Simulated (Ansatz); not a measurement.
Functionals compared on the (210) surface of fcc Pb in its 1x1 cell, outermost plane spacing 1.13 Å in the ideal cut, in Ansatz (plane waves, PAW). The structure was relaxed with PBE; the other rows are single points on it, each with its references at the same level. Cutoff 420 eV (500 eV for r2SCAN).

Model: 10-atom slab, 10.1 Å thick at the start (thin: gaps and levels are the slab's own), 8x7x1 mesh, Fermi-Dirac 0.1 eV, dipole correction, all atoms relaxed; held to the part of the start's symmetry that mesh and held atoms allow; no spin, no spin-orbit, no U. These notes are the PBE run's.

| functional | surface energy (J/m²) | work function of the top face (eV) | rough cost of the single point |
|---|---|---|---|
| PBE | 0.36 | 3.81 | – |
| LDA | 0.53 | 4.12 | roughly 2.4 core-minutes |
| PBEsol | 0.48 | 3.90 | very roughly 2.4 core-minutes |
| RPBE | 0.26 | 3.68 | roughly 2.6 core-minutes |
| r2SCAN | ___ | ___ | about 5 core-minutes (a rough figure) |

Some entries are withheld; supply them.


- r2SCAN, surface energy (J/m²): 0.38
- r2SCAN, work function of the top face (eV): 3.90

Ansatz is a program for electronic structure.
